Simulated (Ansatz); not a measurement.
Cost and result by functional for the surface energy of the (011) surface of MnP-type NiSi in its 1x1 cell (cut with top plane 2 Si, bottom plane 2 Si), outermost plane spacing 0.78 Å in the ideal cut, in Ansatz (plane waves, PAW). Single points on the PBE structure, on one kind of machine; costs are rough ratios of the slab run's core time (references not counted) to the cheapest single point. r2SCAN's cost holds its higher cutoff (500 against 420 eV). Differences are taken against r2SCAN for comparison alone: no measured value is at hand, so the table doesn't rank accuracy.

Model: 32-atom slab, Ni16Si16, 10.6 Å thick at the start, 7x6x1 mesh, Fermi-Dirac 0.1 eV, dipole correction, all atoms relaxed; symmetry of the start imposed; no spin (magnetic order not tried), no spin-orbit, no U. These notes are the PBE run's.

```csv
functional,relative cost,surface energy (J/m²),less r2SCAN (J/m²)
RPBE,1,1.40,-0.28
LDA,1,1.89,0.20
PBEsol,1,1.82,0.14
r2SCAN,2,1.69,0.00
PBE (the relaxed run's value),–,1.56,-0.13
```

The values span 0.48 J/m², while the single points' costs differ by a factor of roughly 2. Differences are of unrounded values.

Ansatz is an electronic-structure program.
